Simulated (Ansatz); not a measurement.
Band-edge transport in semiconductors and insulators: compounds that share space group F-43m and stoichiometry, r2SCAN with spin-orbit coupling, rigid bands in Ansatz (a program for electronic structure); geometry: cell and atoms relaxed with r2SCAN.

```json
[
 {"Compound": "BP", "volume per atom (Å³)": "11.7", "band gap": "(withheld)", "electron conductivity mass": "0.32 mₑ", "hole conductivity mass": "0.40 mₑ", "Seebeck coefficient, n-type 1e19 cm⁻³": "-336 μV/K"},
 {"Compound": "InP", "volume per atom (Å³)": "25.8", "band gap": "1.00 eV", "electron conductivity mass": "0.084 mₑ", "hole conductivity mass": "(withheld)", "Seebeck coefficient, n-type 1e19 cm⁻³": "-56 μV/K"},
 {"Compound": "ZnS", "volume per atom (Å³)": "19.6", "band gap": "(withheld)", "electron conductivity mass": "0.20 mₑ", "hole conductivity mass": "0.87 mₑ", "Seebeck coefficient, n-type 1e19 cm⁻³": "-116 μV/K"},
 {"Compound": "GaP", "volume per atom (Å³)": "20.3", "band gap": "1.82 eV", "electron conductivity mass": "0.34 mₑ", "hole conductivity mass": "0.48 mₑ", "Seebeck coefficient, n-type 1e19 cm⁻³": "-328 μV/K"},
 {"Compound": "ZnSe", "volume per atom (Å³)": "22.7", "band gap": "(withheld)", "electron conductivity mass": "0.133 mₑ", "hole conductivity mass": "0.68 mₑ", "Seebeck coefficient, n-type 1e19 cm⁻³": "-81 μV/K"}
]
```

Question: Complete the blanks.

Answer: 
- BP, band gap: 1.40 eV
- InP, hole conductivity mass: 0.57 mₑ
- ZnS, band gap: 2.68 eV
- ZnSe, band gap: 1.74 eV

Masses are for dilute carriers at 300 K, harmonic means over directions unless an axis is named. Seebeck coefficients are for the stated density at 300 K, with one relaxation time for all states and whether or not that doping can be reached.
